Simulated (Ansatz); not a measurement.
A hypothetical phase is included: elements placed on a structure type, which no database files for this compound.

By r2SCAN, the system below comes out a metal.

The ballistic (Sharvin) conductance counts the channels at the Fermi level: G/A = (e²/h) × channels of both spins per area.

Data:

```xyz
6
Lattice="4.2236 0.0000 0.0000 0.0000 5.9730 0.0000 0.0000 2.9865 2.9865" Properties=species:S:1:pos:R:3 pbc="T T T"
Ta     2.1118     1.4933     1.4933
Ta     2.1118     4.4798     1.4933
Ta     0.0000     2.9865     0.0000
N      0.0000     4.4798     1.4933
N      0.0000     1.4933     1.4933
N      2.1118     0.0000     0.0000
```

The cell was relaxed by PBE-D3(BJ); by r2SCAN it stands under a pressure of 1.3 GPa.

The current flows along the normal of the first two printed cell vectors, the (110) plane of the conventional cell. No spin-orbit coupling; the value is a mean over 0.1 eV about the Fermi level.

Q: Compute, with r2SCAN (Ansatz, an electronic-structure program), the ballistic conductance per area.

A: 0.88 × 10¹⁵ S/m² for both spins.
